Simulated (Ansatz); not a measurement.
The parent structure is HgF₂ in the fluorite structure (space group Fm-3m, No. 225; a = 5.539 Å). Axes: x, y, z lie along the cube axes.

Method: DFT with PBEsol, PAW potentials and a 420 eV plane-wave cutoff in Ansatz (a program for electronic structure), no SOC.

Base values:

```
Property           Result
---------------  --------
Band gap          0.80 eV
Volume per atom  14.16 Å³
```

Perturbation: biaxial strain −2.00 %, plane normal [001], relaxed out of plane (Cartesian); in-plane vectors clamped, the third vector and the atoms free.

Q: How does this affect the band gap, energy relative to the base and volume per atom?

A: The band gap falls by 0.065 eV (0.80 eV → 0.73 eV); the energy increases by 5.5 meV/atom; the volume per atom decreases by 0.28 Å³ to 13.88 Å³.

With Hg present, leaving out spin-orbit coupling can change the band edges. Stability against distortions was not tested.
